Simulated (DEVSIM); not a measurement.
System: Ru/Al2O3/p-Ge capacitor, at 300 K.

```
layer (left to right)  material  thickness (nm)  Na (cm⁻³)
---------------------  --------  --------------  ---------
1                         Al2O3            3.40          -
2                            Ge            6700     7.9e15
```

Metal gate on the left, work function 4.7 eV. Fixed charge at the semiconductor interface -2.6e11 cm⁻² (in units of +e); no interface traps.

The device is made up for the run: typed textbook-type constants, with dimensions and the other settings drawn at random. Values at 300 K.

| parameter | Al2O3 | Ge |
|---|---|---|
| gap (eV) | 6.8 | 0.664 |
| affinity (eV) | 1.35 | 4 |
| permittivity | 9 | 16 |
| Nc (cm⁻³) | - | 1.04e19 |
| Nv (cm⁻³) | - | 6e18 |

DEVSIM, 1D Poisson equation in equilibrium, Boltzmann statistics, complete ionisation; no quantum confinement or tunnelling. Metal contacts follow the ideal Schottky-Mott rule: no Fermi-level pinning, no interface dipoles.

### Question
Tabulate band edges, carrier densities and field at 0.45 V on the gate.

### Answer
Energies count from the Fermi level of the right contact; mesh points crowd at the junctions.

| x (μm) | Ec (eV) | Ev (eV) | n (cm⁻³) | p (cm⁻³) | field (V/cm) |
|---|---|---|---|---|---|
| 0.000 | 2.900 | -3.900 | < 1e2 | < 1e2 | 85000 |
| 0.001081 | 2.909 | -3.891 | < 1e2 | < 1e2 | 85000 |
| 0.002293 | 2.920 | -3.881 | < 1e2 | < 1e2 | 85000 |
| 0.003379 | 2.929 | -3.871 | < 1e2 | < 1e2 | 73000 |
| 0.005447 | 0.283 | -0.381 | 1.9e14 | 2.3e12 | 18000 |
| 0.009474 | 0.290 | -0.374 | 1.4e14 | 3.1e12 | 18000 |
| 0.01856 | 0.306 | -0.358 | 7.6e13 | 5.7e12 | 17000 |
| 0.04889 | 0.353 | -0.311 | 1.2e13 | 3.6e13 | 14000 |
| 0.1075 | 0.421 | -0.243 | 8.7e11 | 5.0e14 | 9200 |
| 0.2396 | 0.483 | -0.181 | 7.8e10 | 5.6e15 | 1600 |
| 0.5197 | 0.492 | -0.172 | 5.5e10 | 7.9e15 | ≈ 0 |
| 1.533 | 0.493 | -0.171 | 5.5e10 | 7.9e15 | ≈ 0 |
| 3.339 | 0.493 | -0.171 | 5.5e10 | 7.9e15 | ≈ 0 |
| 5.168 | 0.493 | -0.171 | 5.5e10 | 7.9e15 | ≈ 0 |
| 6.185 | 0.493 | -0.171 | 5.5e10 | 7.9e15 | ≈ 0 |
| 6.466 | 0.493 | -0.171 | 5.5e10 | 7.9e15 | ≈ 0 |
| 6.599 | 0.493 | -0.171 | 5.5e10 | 7.9e15 | ≈ 0 |
| 6.658 | 0.493 | -0.171 | 5.5e10 | 7.9e15 | ≈ 0 |
| 6.688 | 0.493 | -0.171 | 5.5e10 | 7.9e15 | ≈ 0 |
| 6.697 | 0.493 | -0.171 | 5.5e10 | 7.9e15 | ≈ 0 |
| 6.701 | 0.493 | -0.171 | 5.5e10 | 7.9e15 | ≈ 0 |
| 6.703 | 0.493 | -0.171 | 5.5e10 | 7.9e15 | ≈ 0 |
